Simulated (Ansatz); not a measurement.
```yaml
crystal:
  lattice:
    - [0.00000, 2.31024, 2.23654]
    - [2.31024, 0.00000, 2.23654]
    - [2.31024, 2.31024, 0.00000]
  atoms:
    - { symbol: B, position: [0.00000, 0.00000, 0.00000] }
    - { symbol: P, position: [0.25000, 0.25000, 0.25000] }
```

Level of theory: HSE06, rigid bands (plane waves, PAW, scalar-relativistic; Ansatz, a program for electronic structure). Condition of this run: biaxial stress in (001) of -8 GPa (compression positive) (the target of the relaxation). How the cell was made: cell and atoms relaxed with PBEsol, then loaded as said.

### Question
What conductivity effective mass do dilute electrons have at 300 K?

### Answer
0.23 (x), 0.23 (y), 1.14 (z) mₑ.

### Question
What conductivity effective mass do dilute holes have at 300 K?

### Answer
0.28 (x), 0.28 (y), 0.41 (z) mₑ.

### Question
And the band gap?

### Answer
1.49 eV at this level.

Rigid bands, one relaxation time for all states, no polarons. Spin-orbit coupling is left out; where it splits the top of the valence band it changes the hole mass and lowers the gap by about a third of the splitting. Geometry: cell and atoms relaxed with PBEsol.
